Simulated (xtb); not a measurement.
xtb 6.7.1, GFN2-xTB: Ba(Br)(SH)(NH3)2 ([NH3]->[Ba](<-[NH3])([SH])[Br]), 12 atoms. The geometry is a generated start, not checked to be a minimum at this level.

```json
{
  "method": "GFN2-xTB",
  "--acc": "1 (default)",
  "--etemp (K)": "300 (default)",
  "detailed input (--input)": "none: ANC optimiser, Lindh (1995) Hessian, microcycle=20, maxdispl=1.0, hlow=0.01 (default)",
  "basis_functions": "45",
  "valence_electrons": "32"
}
```

```xyz
12

Ba     0.7005     0.8809     1.0538
Br     2.7195     0.0271    -0.7969
S     -1.6804     2.0909     2.0324
H     -1.8110     1.3941     3.1512
N      0.5652    -2.3381     0.8013
H      0.0600    -2.5217    -0.0599
H      0.2745    -3.0352     1.4815
H      1.5485    -2.4983     0.5944
N     -0.5187     1.4470    -1.8037
H     -1.0758     2.2933    -1.8565
H     -1.0735     0.6921    -2.1925
H      0.2913     1.5680    -2.4049
```

The structure is relaxed from this start with --opt LEVEL for the levels crude, sloppy, loose, lax, normal, tight, vtight, extreme, once each. Up to the end of the extreme run atoms move by at most 1.6 Å along an axis.

Which level is enough to come within 1 meV of the tightest end point?

normal: 81 cycles against 90, ending 0.17 meV above.

```json
[
 {"level": "crude", "cycles": "1", "energy above the extreme run (meV)": "110", "gradient norm (eV/Å)": "0.17"},
 {"level": "sloppy", "cycles": "1", "energy above the extreme run (meV)": "110", "gradient norm (eV/Å)": "0.17"},
 {"level": "loose", "cycles": "1", "energy above the extreme run (meV)": "110", "gradient norm (eV/Å)": "0.17"},
 {"level": "lax", "cycles": "17", "energy above the extreme run (meV)": "87", "gradient norm (eV/Å)": "0.059"},
 {"level": "normal", "cycles": "81", "energy above the extreme run (meV)": "0.17", "gradient norm (eV/Å)": "0.038"},
 {"level": "tight", "cycles": "84", "energy above the extreme run (meV)": "0.018", "gradient norm (eV/Å)": "0.012"},
 {"level": "vtight", "cycles": "87", "energy above the extreme run (meV)": "under 0.01", "gradient norm (eV/Å)": "0.0091"},
 {"level": "extreme", "cycles": "90", "energy above the extreme run (meV)": "—", "gradient norm (eV/Å)": "0.0020"}
]
```
